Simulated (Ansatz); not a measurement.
# Effect of tensor shear ε_xy = +2.18 % on InAgTe2

Base system: InAgTe₂ in the chalcopyrite structure (space group I-42d, No. 122; a = 6.4311 Å, c = 12.7674 Å). Axes: x, y, z lie along a, b, c of the conventional cell.

Now apply this change: tensor shear ε_xy = +2.18 % (engineering shear γ = 0.0436), atoms relaxed at fixed cell.

The values are results of DFT with PBEsol, PAW potentials and a 420 eV plane-wave cutoff in Ansatz (a program for electronic structure), no SOC, not measurements. Γ-centred 7×7×7 mesh, Fermi–Dirac width 0.05 eV.

The volume per atom stays essentially unchanged (33.00 Å³ against 32.99 Å³) and the space group changes from I-42d (No. 122) to Fdd2 (No. 43). The shortest interatomic distance shrinks by 0.0023 Å, from 2.746 Å to 2.743 Å and the energy grows by 4.0 meV/atom. The band gap rises by 0.01 eV (0.08 eV → 0.09 eV) and the gap character stays direct at Γ. The valence-band top at Γ (three highest levels, from the VBM) becomes 0.00, -0.08, -0.19 eV (base: 0.00, -0.07, -0.07 eV) and the largest internal atomic displacement comes out as 0.041 Å. The stress (xx, yy, zz, yz, xz, xy; compression positive) comes out as (-0.01, -0.01, 0.00, 0.00, 0.00, -0.90) GPa.

With Te present, leaving out spin-orbit coupling can change the band edges. The cells carry an imposed strain or load. Stability against distortions was not tested. The zero or small gap of InAgTe2 can change with the level of theory. k-point labels follow each cell's own Brillouin zone.
